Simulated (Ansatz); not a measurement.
Take BeS in the zinc blende structure (space group F-43m, No. 216; a = 4.8760 Å) as the base.

Levels (all Ansatz, a program for electronic structure, PAW): PBE (420 eV, without spin-orbit coupling); r2SCAN (500 eV, no SOC).

Its gap is 3.15 eV with PBE and 3.60 eV with r2SCAN.

One thing is altered: a hydrostatic pressure of 10 GPa.

With PBE the gap becomes 2.93 eV.

Question: If the r2SCAN correction stayed the same, what would the r2SCAN gap be, and what does the r2SCAN run give?

Answer: A rigid correction of +0.45 eV gives 3.38 eV. The r2SCAN run gives 3.38 eV, so the two effects roughly add.

Single points use the geometry relaxed with PBE. Load acts through the strain it causes; cell and atoms are relaxed under it. Whether these cells are dynamically stable was not tested. Competing high-pressure phases were not computed.
